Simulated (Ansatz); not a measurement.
Start from GaN in the zinc blende structure (space group F-43m, No. 216).

```
GaN
1.0
    0.00000     2.22769     2.22769
    2.22769     0.00000     2.22769
    2.22769     2.22769     0.00000
Ga N
1 1
Cartesian
  0.00000   0.00000   0.00000
  1.11384   1.11384   1.11384
```

Cartesian axes are those of the cell as printed.

Calculations: LDA (Ansatz, an electronic-structure program; PAW; 420 eV plane waves; spin-orbit coupling left out).

One thing is altered: the cell is scaled by 1.0050 in all directions, atoms relaxed at fixed cell.

Predict the stress tensor and what it implies for the stiffness.

Stress of the strained cell less that of the base (GPa, compression positive):
```
  -2.93    0.00    0.00
   0.00   -2.93    0.00
   0.00    0.00   -2.93
```

Then B = −ΔP/(ΔV/V₀) with ΔV/V₀ = 0.0151 gives secant stiffness values (nonlinear terms included at this strain): B ≈ 194 GPa.

Whether these cells are dynamically stable was not tested. This is not the structure that GaN has at room temperature and ambient pressure.
